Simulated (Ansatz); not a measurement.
**Response to strain in WSe2**

The parent structure is WSe$_{2}$ in the 2H-MoS2 type structure (space group P6_3/mmc, No. 194; a = 3.279 Å, c = 12.786 Å; layered, stacked along the Cartesian z axis).

Strains are applied to the cell and any free atomic positions relax.

All numbers come from PBE-D3(BJ) in Ansatz (plane waves to 420 eV, PAW, no spin-orbit coupling), earlier PAW set.

Notes on the quantities. energy relative to the base: free energy F.

```json
[
 {"isotropic strain (%)": "-3.33", "energy relative to the base (meV/atom)": "46.9"},
 {"isotropic strain (%)": "-0.7", "energy relative to the base (meV/atom)": "?"},
 {"isotropic strain (%)": "0", "energy relative to the base (meV/atom)": "0.0"},
 {"isotropic strain (%)": "2.61", "energy relative to the base (meV/atom)": "22.9"},
 {"isotropic strain (%)": "5.52", "energy relative to the base (meV/atom)": "93.2"}
]
```

Question: Fit ΔE = Aε² + Bε³ (ε in %) to the rows shown and predict the withheld row.

Answer: Least squares on the printed values gives A = 3.78 and B = -0.13 meV/atom (largest residual 0.5 meV/atom); this predicts 1.9 meV/atom, and the run gives 1.9 meV/atom, in agreement.

Whether these cells are dynamically stable was not tested.

Ansatz is a quantum-chemistry and plane-wave program.
